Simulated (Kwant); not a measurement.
Computed with Kwant: Hückel tight-binding model, one pz orbital an atom, one spin, coherent transport at 0 K. Conductance is in e²/h.

System: π system c1ccc2c(c1)sc1ccccc12 between two chain leads. The π system is taken as planar. Atoms are numbered from 0 in the order of the SMILES. Site energies (eV, carbon 0): [0.0, 0.0, 0.0, 0.0, 0.0, 0.0, -2.97, 0.0, 0.0, 0.0, 0.0, 0.0, 0.0]. Bonds (i, j, β in eV): (0,1,-2.7) (1,2,-2.7) (2,3,-2.7) (3,4,-2.7) (4,5,-2.7) (4,6,-1.89) (6,7,-1.89) (7,8,-2.7) (8,9,-2.7) (9,10,-2.7) (10,11,-2.7) (11,12,-2.7) (5,0,-2.7) (12,7,-2.7) (12,3,-2.7). Leads: chains of hopping −4.1 eV, joined by −1.4 eV to atoms 0 and 10.

Site energies and bond integrals are typed Hückel values.

Sweep values stay those of the base run.

One input was changed, with this effect: transmission at E = 0 0.00026 → 0.0010.

Problem. Which change was it?
A) contacts moved from atoms [0, 10] to [1, 11]
B) contacts moved from atoms [0, 10] to [0, 8]
C) contacts moved from atoms [0, 10] to [0, 1]
D) contacts moved from atoms [0, 10] to [2, 11]
E) contacts moved from atoms [0, 10] to [0, 11]
F) contacts moved from atoms [0, 10] to [1, 5]

Solution. F, contacts moved from atoms [0, 10] to [1, 5]
